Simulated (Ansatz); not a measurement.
Start from GaN in the zinc blende structure (space group F-43m, No. 216; a = 4.4979 Å).

Modification: Al replaces 25.0 % of the Ga, ordered in a cell of 8 atoms (starting symmetry Pmm2) and fully relaxed.

The other end (x = 1) is AlN in the zinc blende structure (space group F-43m, No. 216): 10.43 Å³/atom, gap 3.94 eV; this end may not be an ambient phase.

Levels (all Ansatz, a program for electronic structure, PAW): r2SCAN (500 eV, no spin-orbit coupling); HSE06 (420 eV, without spin-orbit coupling).

The geometry is relaxed with r2SCAN.

- r2SCAN band gap: 2.72 eV

Task: Predict the band gap from HSE06.

Result: The band gap goes up by 0.81 eV to 3.53 eV.

Single points use the geometry relaxed with r2SCAN. Each cell is one ordered arrangement of few atoms, which overstates ordering effects compared with a random alloy. No phonon test of stability was made. This is not the structure that GaN has at room temperature and ambient pressure. This is not the structure that AlN has at room temperature and ambient pressure.
